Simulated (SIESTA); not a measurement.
SIESTA is run on LaSi (P1, 8 atoms in the cell), and the run fails. The aim is a self-consistent single point with DFT, GGA PBEsol, numerical atomic orbitals DZP, PseudoDojo PBEsol standard norm-conserving potentials (rewritten from UPF to PSML).

Cell that was meant: a = 8.4926 Å, b = 4.0073 Å, c = 6.0695 Å, α = 90.00°, β = 90.00°, γ = 90.00°.

Part of the input:

```
# files in the folder: La.psml Si.psml (PseudoDojo PBEsol standard)
SystemName  siesta
SystemLabel siesta

NumberOfAtoms                9
NumberOfSpecies              2
%block ChemicalSpeciesLabel
  1 57 La
```

Output (repeated stretches shortened):

```
reinit: Reading from file input.fdf

reinit: System Name: siesta
reinit: System Label: siesta

coor:   Atomic-coordinates input format  =     Cartesian coordinates
coor:                                            (in Bohr units)
coor: ERROR in AtomicCoordinatesAndAtomicSpecies block
coor: ERROR in AtomicCoordinatesAndAtomicSpecies block
Stopping Program from Node:    0
Stopping Program from Node:    0
```

**Question.** Read the log: what does the program object to, and what is the fix?

**Answer.** The fault is an atom count that does not match the list of atoms; here the program stops on it instead of giving results. To fix it, make the count match the list. The program stopped before any SCF iteration.

An input that runs soundly differs in these lines (not the only fix; some lines may just follow from the change or write a value another way):
```diff
-SystemName  siesta
+SystemName  LaSi
-NumberOfAtoms                9
+NumberOfAtoms                8
```

With that input, the run converged in 11 iterations: free energy E − TS -4284.5337 eV; Fermi level (on the code's own zero) -5.11 eV; pressure -1.47 GPa; largest force (vector length) 0.989 eV/Å (DFT, GGA PBEsol, numerical atomic orbitals DZP, PseudoDojo PBEsol standard norm-conserving potentials (rewritten from UPF to PSML)).

On the sound input: the starting cell comes from a database of computed structures (which also holds hypothetical and non-ambient phases and stackings), without a prior relaxation at this level. Its atoms were displaced at random from the sites of space group no. 62. Values carry the incompleteness of an atom-centred basis.
